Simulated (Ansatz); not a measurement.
AlN: energy against volume

AlN (zinc blende, F-43m, 10.671 Å³/atom and stress up to 0.01 GPa in the relaxed cell, cube axes along x, y and z) under hydrostatic pressure, with the cell free. PBE in Ansatz, a plane-wave DFT program (PAW, default set), 420 eV, 13×13×13 Γ-centred mesh, Fermi-Dirac smearing 0.05 eV; ions are relaxed, or left where forces stay under 0.02 eV/Å, within the symmetry of each cell.

Here V stands for volume and E for E less E0.

| volume (Å³/atom) | E less E0 (meV/atom) | pressure (GPa) |
|---|---|---|
| 10.7848 | 0.71 | -2.00 |
| 10.7272 | 0.15 | -1.00 |
| 10.6711 | 0.00 | 0.00 |
| 10.6219 | 0.15 | 0.90 |
| 10.5579 | 0.74 | 2.10 |
| 10.4353 | 3.25 | 4.50 |
| 10.2226 | 12.14 | 9.00 |
| 9.9680 | ? | ? |

Taking the third-order Birch-Murnaghan form, a cubic in V^(-2/3) for E over the 7 complete rows: With u = V^(-2/3) - 0.2076, the rows have u = -0.0027393, -0.0020066, -0.0012867, -0.0006501, 0.0001854, 0.0018097, 0.0047044. Least squares gives E = 0.566 + 875.1·u + 337304·u² - 79532·u³. Residuals (row less fit): 0.008, -0.019, 0.001, 0.010, 0.000, -0.004, 0.000; standard error 0.014 (degrees of freedom: 3). Its minimum lies at u = -0.0012966, so V0 = (0.2063034)^(-3/2) = 10.67. There d²E/du² = 675200 and d³E/du³ = -477200, so B0 = (4/9) × 10.67^(-7/3) × 675200 × 0.160218 = 192 GPa (the last factor turns the table's units into GPa), and B0' = 4 + (2/3) × 0.2063034 × (-477200)/675200 = 3.9. B0' rests on the cubic coefficient alone and has a standard error of 0.7 from these residuals.

Task: What does the fit predict for E at V = 9.9680, and how far is the calculated value from it?

Result: u = 0.0083043, so E = 0.566 + 875.1 × 0.0083043 + 337304 × 0.0083043² - 79532 × 0.0083043³ = 31.049 meV/atom. The calculation gives 31.14 meV/atom, 0.091 meV/atom above the prediction (0.3 % of the range of E in the table). The row lies outside the fitted rows, so this is an extrapolation. From the scatter of the fitted rows alone, a prediction at this place has a standard error of 0.184 meV/atom, so the miss is 0.5 times that.

Other structures, which can take over under pressure, weren't tried. The same form fitted to the pressure column gives B0' = 3.9; series where the two differ by over 0.4 aren't shown. AlN is here a metastable form; wurtzite is the usual one. Rows are the converged runs of the series near zero and its far end, less any whose ions stayed unrelaxed beside relaxed ones; series whose fitted rows scatter by over a few per cent of the range, as at a crossing or softening among them, aren't shown in this form.
